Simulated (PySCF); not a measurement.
PySCF 2.14.0, B3LYP/def2-svp, df: formate (O=C[O-]), charge -1, multiplicity 1, 4 atoms. The geometry is a generated start, not checked to be a minimum at this level.

- task: energy
- method: b3lyp
- basis: def2-svp
- two-electron scheme: density fitting
- mol.max_memory: 3000 MB
- mf.max_cycle: 100
- mf.conv_tol: 1e-09 (default)
- mf.grids.level: 3 (default)
- basis functions: 47
- grid points: 52096

```xyz
4

O     -1.0066    -0.7385     0.0241
C      0.0081    -0.0411    -0.0005
O      1.2008    -0.3445    -0.0252
H     -0.2023     1.1240     0.0016
```

Charge -1 and multiplicity 1 are set for this test and not shown to be the ground state.

With the defaults (mf.DIIS = CDIIS, mf.diis = true, mf.diis_damp = 0, mf.init_guess = minao, mf.diis_space = 8, newton = off, mf.damp = 0, mf.diis_start_cycle = 1) it converges in 12 Fock builds. One run each on 2 threads, 1 BLAS thread, with these changes:
- mf.diis = false
- newton = Hessian by the SCF's own integrals
- mf.init_guess = mod_huckel
- mf.DIIS = ADIIS
- mf.init_guess = sap
- mf.diis = false, mf.damp = 0.7, mf.diis_start_cycle = 999
- mf.DIIS = EDIIS
- mf.diis_damp = 0.3
- mf.diis_space = 20

Which runs fail or end elsewhere than the default run?

No convergence: mf.DIIS = EDIIS; mf.diis = false (the run ends without SCF convergence in 100 cycles). The rest reach the solution of the defaults.

```tsv
setting	Fock builds	end
mf.init_guess = sap	11	same solution
the defaults	12	same solution
mf.diis_damp = 0.3	12	same solution
mf.init_guess = mod_huckel	12	same solution
mf.diis_space = 20	12	same solution
mf.DIIS = ADIIS	19	same solution
newton = Hessian by the SCF's own integrals	26	same solution
mf.diis = false, mf.damp = 0.7, mf.diis_start_cycle = 999	27	same solution
mf.DIIS = EDIIS	101	no convergence
mf.diis = false	101	no convergence
```

Under newton the count holds the products with the orbital Hessian.
